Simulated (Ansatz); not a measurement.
A computed series for hypothetical diamond Pd: response to strain

The reference is Pd in the diamond structure (space group Fd-3m, No. 227; a hypothetical phase, not in the database extracts checked; relaxed with 0.1 eV smearing).

```
CELL_PARAMETERS angstrom
      0.00000     2.84424     2.84424
      2.84424     0.00000     2.84424
      2.84424     2.84424     0.00000
ATOMIC_POSITIONS crystal
  Pd 0.75000 0.75000 0.75000
  Pd 0.50000 0.50000 0.50000
```

Cartesian axes are those of the cell as printed.

Strains are applied to the cell and any free atomic positions relax; under biaxial strain the out-of-plane vector relaxes too.

Calculations: Ansatz (a first-principles code) PBEsol, no spin-orbit coupling.

Notes on the quantities. in-plane stress: mean in-plane stress (compression positive).

```csv
change,space group,in-plane stress,shortest interatomic distance
base,Fd-3m (No. 227),–,2.463 Å
"biaxial strain −0.79 %, plane normal [110], relaxed out of plane",Imma (No. 74),-1.6 GPa,2.467 Å
"biaxial strain −2.52 %, plane normal [111], relaxed out of plane",R-3m (No. 166),-4.3 GPa,2.457 Å
"biaxial strain −1.04 %, plane normal [111], relaxed out of plane",R-3m (No. 166),-2.2 GPa,2.461 Å
isotropic strain +2.50 %,Fd-3m (No. 227),–,2.525 Å
```

Whether these cells are dynamically stable was not tested. The final runs are not spin-polarised. Under biaxial strain −0.79 %, plane normal [110], relaxed out of plane, biaxial strain −2.52 %, plane normal [111], relaxed out of plane and biaxial strain −1.04 %, plane normal [111], relaxed out of plane the cell ends below the base's energy or with stress of the wrong sign: the atoms slid into a distortion or the cell is elastically unstable, so the base is not a stable minimum at this level. Pd lies near a magnetic instability that expansion can trigger; it was not tested. Pd has a high density of states at the Fermi level and may be magnetic at this level.
